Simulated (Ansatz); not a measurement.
## MoP: Au on a P site, symmetric start

Take a 16-atom supercell of MoP (space group P-6m2, No. 187; a = 3.2063 Å, c = 3.1738 Å) at its relaxed geometry as the base.

The change: one P atom is replaced by Au, atoms relaxed at fixed cell.

Computed with Ansatz (a program for electronic structure), PBEsol, PAW, cutoff 420 eV, spin-orbit coupling left out. Settings: 8×8×8 k-points, 0.05 eV Fermi–Dirac smearing.

| quantity | base | changed | shift |
|---|---|---|---|
| pressure | 0.0 GPa | 8.4 GPa | +8.4 GPa |
| energy gained by relaxation | – | 1.51 eV | – |

Final structure:

```yaml
crystal:
  lattice:
    - [6.41255, 0.00000, -3.17380]
    - [-3.20627, 5.55343, 0.00000]
    - [1.60314, -2.77671, 6.34759]
  atoms:
    - { symbol: Mo, position: [0.97746, 0.97856, 0.97967] }
    - { symbol: Mo, position: [0.98052, 0.23966, 0.49880] }
    - { symbol: Mo, position: [0.00236, 0.50070, 0.99905] }
    - { symbol: Mo, position: [0.00101, 0.75184, 0.50268] }
    - { symbol: Mo, position: [0.51015, 0.10661, 0.24333] }
    - { symbol: Mo, position: [0.51025, 0.36639, 0.76650] }
    - { symbol: Mo, position: [0.51015, 0.64687, 0.24333] }
    - { symbol: Mo, position: [0.51025, 0.91036, 0.76650] }
    - { symbol: Au, position: [0.33882, 0.37899, 0.41915] }
    - { symbol: P, position: [0.33342, 0.61545, 0.89748] }
    - { symbol: P, position: [0.33185, 0.87426, 0.41668] }
    - { symbol: P, position: [0.32867, 0.13121, 0.93374] }
    - { symbol: P, position: [0.82438, 0.49170, 0.66242] }
    - { symbol: P, position: [0.84151, 0.75462, 0.17079] }
    - { symbol: P, position: [0.82438, 0.99510, 0.66242] }
    - { symbol: P, position: [0.84151, 0.25768, 0.17079] }
```

In so small a cell the defect repeats every few ångströms: this is an ordered compound, not a dilute defect. The defect started on the symmetric site and kept its symmetry, so it may sit on a saddle. All final runs are without spin polarisation. An odd electron count without spin: MoP. The defect cell is not spin-polarised.
